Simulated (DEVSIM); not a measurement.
Structure: illuminated Si n-on-p cell, one wavelength, at 350 K.

| layer (left to right) | material | thickness (μm) | Nd (cm⁻³) | Na (cm⁻³) | τn (s) | τp (s) | absorption coefficient (cm⁻¹) |
|---|---|---|---|---|---|---|---|
| 1 | Si | 0.0600 | 1.1e18 | - | 2.4e-7 | 3.3e-7 | 7600 |
| 2 | Si | 84.0 | - | 2.5e17 | 8.7e-7 | 8.7e-7 | 7600 |

Left contact: ohmic, minority hole recombination velocity 50 cm/s. Right contact: ohmic, minority electron recombination velocity 7000 cm/s. Voltage is applied to the left contact. Recombination: SRH at mid-gap, radiative, Auger. Gap narrowing is on: ΔEg = 6.92 meV × (l + √(l² + 0.5)), l = ln(N/1.3e17 cm⁻³), shared equally by both band edges. Light enters at the left, 9.3e17 photons cm⁻² s⁻¹, one pass, no reflection. Mobility is μmin + (μ − μmin)/(1 + (N/Nref)^α).

Constants are typed, rounded textbook-type inputs, not results; the design itself was drawn at random and stands for no fabricated device. Values at 300 K; Nc and Nv go as T^1.5, mobilities as T to minus their exponent, the gap by Varshni's rule with the affinity fixed.

```
parameter               Si
----------------  --------
gap (eV)             1.124
affinity (eV)         4.05
permittivity          11.7
Nc (cm⁻³)          2.86e19
Nv (cm⁻³)           3.1e19
μn (cm²/Vs)           1417
μp (cm²/Vs)            470
μn,min                  52
μp,min                  45
Nref,n              9.7e16
Nref,p              2.2e17
αn                    0.68
αp                    0.72
T exponent of μn       2.3
T exponent of μp       2.2
B (cm³/s)          4.7e-15
Cn (cm⁶/s)         2.8e-31
Cp (cm⁶/s)         9.9e-32
Varshni α (eV/K)  0.000473
Varshni β (K)          636
```

DEVSIM, 1D drift-diffusion, Boltzmann statistics, complete ionisation; no tunnelling, impact ionisation, image-force lowering or self-heating.

The temperature was swept, all else fixed.

| temperature (K) | potential step across the device at zero bias (V) | fill factor | open-circuit voltage (V) | share of generated pairs collected at short circuit |
|---|---|---|---|---|
| 250 | 0.953 | 0.87 | 0.777 | 0.969 |
| 300 | 0.894 | 0.84 | 0.684 | 0.966 |
| 350 | 0.832 | ? | ? | 0.963 |
| 400 | 0.767 | 0.75 | 0.489 | 0.960 |
| 450 | 0.700 | 0.69 | 0.388 | 0.958 |
| 500 | 0.631 | 0.61 | 0.285 | 0.956 |

Question: Fill in the missing entries.

Answer: 
- 350, fill factor: 0.80
- 350, open-circuit voltage (V): 0.588
